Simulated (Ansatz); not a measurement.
Abridged Ansatz (a program for electronic structure) output:

```
Pseudopotential: S, paw, valence charge 6
Pseudopotential: O, paw, valence charge 6
Crystal: 6 atoms, lattice volume = 61.745 Å³
Basis set: ecut = 500 eV, 1547 PW (Γ), exchange–correlation on 144×144×96 points (64 copies of the dense FFT grid, shifted against one another)
Bands: 24, of which v1, the nominal top of the filled ones, is band 18 counted from 1 (17 counted from 0)
Symmetry: 16 space group operations
k-points: 70 of 588
Functional: x = r2scan, c = r2scan; τ floored in thin density (d = 2e-4 eV/Å³)
SCF iter   1: F=—  HF=-4076.196959 eV  |F-HF|=—  |Δ(HF+E_count)|=         —  Δρ=1.18e-1  dr2=8.86e0  dr2_τ=9.29e-1  ethr=3.10e-3  ⟨swp⟩=6.8  Hψ=9165  notcnv=0
SCF iter   2: F=—  HF=-4074.407491 eV  |F-HF|=—  |Δ(HF+E_count)|=    1.79e0  Δρ=4.48e-2  dr2=5.16e-1  dr2_τ=2.21e-1  ethr=3.10e-3  ⟨swp⟩=3.0  Hψ=4147  notcnv=0  defer=76
SCF 1 converged in 10 iterations: F = -4074.436039 eV  dr2 = 2.00e-11
SCF converged after 10 iterations
Free energy (F): -4074.436039 eV
Internal energy: -4074.429262 eV  (E = F + TS)
E sigma→0 (E₀):  -4074.432650 eV
Entropy (-TS):   -0.006777 eV (-1.129 meV/atom)
Fermi energy:    8.454511 eV
--- Forces (eV/Å), atoms counted from 1 ---
  atom   1  S      0.00000000    -0.00000000     0.00000000
  atom   2  S      0.00000000     0.00000000     0.00000000
  atom   3  O     -0.04619902    -0.04619902     0.00000000
  atom   4  O     -0.04619902     0.04619902     0.00000000
  atom   5  O      0.04619902    -0.04619902     0.00000000
  atom   6  O      0.04619902     0.04619902     0.00000000
--- Stress (GPa, compression-positive) ---
        1.739261       0.000000       0.000000
        0.000000       1.739261       0.000000
        0.000000       0.000000       2.237482
  P = ⅓ Tr σ = 1.9053 GPa (19.053 kbar)
```

What was computed, and what are the main results?

SO2, 6 atoms in the cell, with r2SCAN in Ansatz (plane waves to 500 eV, PAW, no spin-orbit coupling), earlier PAW set. The last SCF converged to F = -4074.436039 eV, or -679.0727 eV per atom, at a pressure of 1.91 GPa. The total energy compares only with runs of the same code, potentials and settings.

Single points use the geometry relaxed with PBEsol. Stability against distortions was not tested. All final runs are without spin polarisation. The cell was made from SiO2 by this change: Si → S; the result is a hypothetical phase, not in the database extracts checked.
